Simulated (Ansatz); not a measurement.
Abridged Ansatz (a first-principles code) output:

```
Relaxation: its limit of steps is 50 (relax.max_steps)
Pseudopotential: Sn, paw, valence charge 14
Crystal: 2 atoms, lattice volume = 61.926 Å³
Basis set: ecut = 420 eV, 1243 PW (Γ), exchange–correlation on 60×60×60 points (8 copies of the dense FFT grid, shifted against one another)
Bands: 18, of which v1, the nominal top of the filled ones, is band 14 counted from 1 (13 counted from 0)
Symmetry: 48 space group operations
k-points: 145 of 4096
Functional: x = slater, c = lda
SCF iter   1: F=—  HF=-11758.950425 eV  |F-HF|=—  |Δ(HF+E_count)|=         —  Δρ=6.47e-3  dr2=1.04e-2  ethr=1.77e-3  ⟨swp⟩=5.8  Hψ=13714  notcnv=0
SCF iter   2: F=—  HF=-11758.946749 eV  |F-HF|=—  |Δ(HF+E_count)|=   3.68e-3  Δρ=2.93e-3  dr2=2.07e-3  ethr=3.72e-5  ⟨swp⟩=2.9  Hψ=5963  notcnv=0
SCF 1 converged in 7 iterations: F = -11758.946235 eV  dr2 = 1.48e-10
relax step   1: F+E_penalty+E_count = -11758.94623507 eV  Δ(F+E_penalty+E_count) = +0.000e0 eV  max|allowed force component| = 9.252e-18 eV/Å  Δτ_max = 0.0000 Å  (7 SCF iters, accepted)
SCF converged after 7 iterations
Free energy (F): -11758.946235 eV
Internal energy: -11758.943111 eV  (E = F + TS)
E sigma→0 (E₀):  -11758.944673 eV
Entropy (-TS):   -0.003124 eV (-1.562 meV/atom)
Fermi energy:    8.912567 eV
--- Forces (eV/Å), atoms counted from 1 ---
  atom   1  Sn     0.00000000     0.00000000     0.00000000
  atom   2  Sn     0.00000000    -0.00000000    -0.00000000
--- Stress (GPa, compression-positive) ---
        5.099374      -0.000000      -0.000000
       -0.000000       5.099374       0.000000
       -0.000000       0.000000       5.099374
  P = ⅓ Tr σ = 5.0994 GPa (50.994 kbar)
--- Relaxed structure (1 steps of the walk, 1 accepted, 0 SCFs on fresh bases) ---
  atoms:
    - { symbol: Sn, position: [0.0, 0.0, 0.0] }
    - { symbol: Sn, position: [0.25, 0.25, 0.25] }
```

Question: What was computed, and what are the main results?

Answer: Sn, 2 atoms in the cell, with LDA (Ansatz; PAW; 420 eV plane waves; no spin-orbit coupling). The last SCF converged to F = -11758.946235 eV, or -5879.4731 eV per atom, at a pressure of 5.10 GPa. The total energy compares only with runs of the same code, potentials and settings.

The cells carry an imposed strain or load. Stability against distortions was not tested. The cell was made from Sn in the diamond structure (space group Fd-3m, No. 227) by this change: isotropic strain −3.00 %.

Keys are those of Ansatz 0.2.
